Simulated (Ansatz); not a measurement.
Start from HfN in the rock salt structure (space group Fm-3m, No. 225; relaxed with 0.1 eV smearing).

```
HfN
1.0
    0.00000     2.26285     2.26285
    2.26285     0.00000     2.26285
    2.26285     2.26285     0.00000
N Hf
1 1
Direct
  0.00000   0.00000   0.00000
  0.50000   0.50000   0.50000
```

Cartesian axes are those of the cell as printed.

The values are results of r2SCAN, PAW, 500 eV (Ansatz, a program for electronic structure; spin-orbit coupling left out), not measurements.

Before the change:

```
Property                        Result
-----------------------------  -------
Shortest interatomic distance  2.263 Å
```

The change: uniaxial stress, 5 GPa compression along z; all other stress components relax to zero.

Question: Predict the new shortest interatomic distance.

Answer: The shortest interatomic distance drops by 0.019 Å to 2.244 Å.

Question: Predict the new secant Young's modulus along z.

Answer: The secant Young's modulus along z comes out as 600 GPa.

Question: Estimate the effect on the energy relative to the base.

Answer: The energy grows by 1.5 meV/atom.

Load acts through the strain it causes; cell and atoms are relaxed under it. Stability under load was not tested beyond the relaxation. All final runs are without spin polarisation. An odd electron count without spin: HfN.
